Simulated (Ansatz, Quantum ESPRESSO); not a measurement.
RuRh (P-6m2, 2 atoms in the cell) computed with different codes at matched settings

Self-consistent single point.

```
CELL_PARAMETERS angstrom
      2.77309     0.00000     0.00000
     -1.38655     2.40157     0.00000
      0.00000     0.00000     4.39938
ATOMIC_POSITIONS crystal
  Ru 0.00000 0.00000 0.50000
  Rh 0.66667 0.33333 0.00000
```

Shared settings, as Ansatz (a first-principles code) writes them: kpoints.mp_grid.grid = 9 9 5; magnetization.spin_orbit = true; scf.occupations.method = fermi_dirac; scf.occupations.width = 0.136 eV. Potentials and cutoffs stand in the table.

| code | model | pressure (GPa) | cutoff |
|---|---|---|---|
| Ansatz | PBEsol with spin-orbit coupling, PAW files made with PBE | -21.97 | default |
| Quantum ESPRESSO | PBEsol, spin-orbit coupling, PseudoDojo fully relativistic norm-conserving (PBESOL) pseudopotentials | -21.14 | 90 Ry |

The spread over the programs that give each value: pressure within 0.83 GPa.

Ansatz's pressure is given at a fixed set of plane waves, as the other plane-wave codes print theirs; with its correction for the finite basis it is -21.78 GPa.

The starting cell comes from a database of computed structures (which also holds hypothetical and non-ambient phases and stackings), without a prior relaxation at this level. Its lattice was rescaled by a random factor within 2.5 % of one.

Keys are those of Ansatz 0.2.
